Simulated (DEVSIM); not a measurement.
Structure: abrupt GaAs p-n junction, at 300 K.

```csv
layer (left to right),material,thickness (μm),Nd (cm⁻³),Na (cm⁻³),τn (s),τp (s)
1,GaAs,0.830,-,9.4e17,4e-8,4e-8
2,GaAs,17.0,3.3e14,-,4e-8,4e-8
```

Left contact: ohmic. Right contact: ohmic. Voltage is applied to the left contact. Recombination: SRH at mid-gap. Mobility is constant in doping.

The device is made up for the run: typed textbook-type constants, with dimensions and the other settings drawn at random. Values at 300 K.

| parameter | GaAs |
|---|---|
| gap (eV) | 1.424 |
| affinity (eV) | 4.07 |
| permittivity | 12.9 |
| Nc (cm⁻³) | 4.7e17 |
| Nv (cm⁻³) | 9e18 |
| μn (cm²/Vs) | 8500 |
| μp (cm²/Vs) | 400 |

Model (solved in DEVSIM): 1D drift-diffusion, Boltzmann statistics, complete ionisation; no tunnelling, impact ionisation, image-force lowering or self-heating.

The thickness of layer 1 was swept, all else fixed.

```json
[
 {"thickness of layer 1 (μm)": "0.17", "dark forward voltage at 1 A/cm² (V)": "0.982", "dark forward voltage at 100 A/cm² (V)": "1.181"},
 {"thickness of layer 1 (μm)": "0.29", "dark forward voltage at 1 A/cm² (V)": "0.987", "dark forward voltage at 100 A/cm² (V)": "1.183"},
 {"thickness of layer 1 (μm)": "0.5", "dark forward voltage at 1 A/cm² (V)": "0.990", "dark forward voltage at 100 A/cm² (V)": "1.187"},
 {"thickness of layer 1 (μm)": "0.83", "dark forward voltage at 1 A/cm² (V)": "0.992", "dark forward voltage at 100 A/cm² (V)": "1.191"},
 {"thickness of layer 1 (μm)": "1.4", "dark forward voltage at 1 A/cm² (V)": "0.994", "dark forward voltage at 100 A/cm² (V)": "1.195"},
 {"thickness of layer 1 (μm)": "2.5", "dark forward voltage at 1 A/cm² (V)": "0.995", "dark forward voltage at 100 A/cm² (V)": "?"},
 {"thickness of layer 1 (μm)": "4.1", "dark forward voltage at 1 A/cm² (V)": "0.995", "dark forward voltage at 100 A/cm² (V)": "1.205"}
]
```

Complete the blanks.


- 2.5, dark forward voltage at 100 A/cm² (V): 1.200
